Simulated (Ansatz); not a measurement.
The starting structures come from a database of crystals and need not be the phases stable at ambient conditions.

By PBEsol, the system below comes out a metal.

```xyz
1
Lattice="2.6912 0.0000 0.0000 0.0000 2.6912 0.0000 1.3456 -1.3456 1.9601" Properties=species:S:1:pos:R:3 pbc="T T T"
Rh     0.0000     0.0000     0.0000
```

The cell is strained (lengths along the current scaled by 1.03, ions clamped); by PBEsol it stands under a pressure of -12.9 GPa.

The current flows along the normal of the first two printed cell vectors, the (001) (indices of the unstrained crystal) plane of the conventional cell. No spin-orbit coupling; the value is a mean over 0.1 eV about the Fermi level.

Question: State the ballistic conductance per area according to Ansatz (a quantum-chemistry and plane-wave program) with PBEsol.

Answer: 2.4 × 10¹⁵ S/m² for both spins.
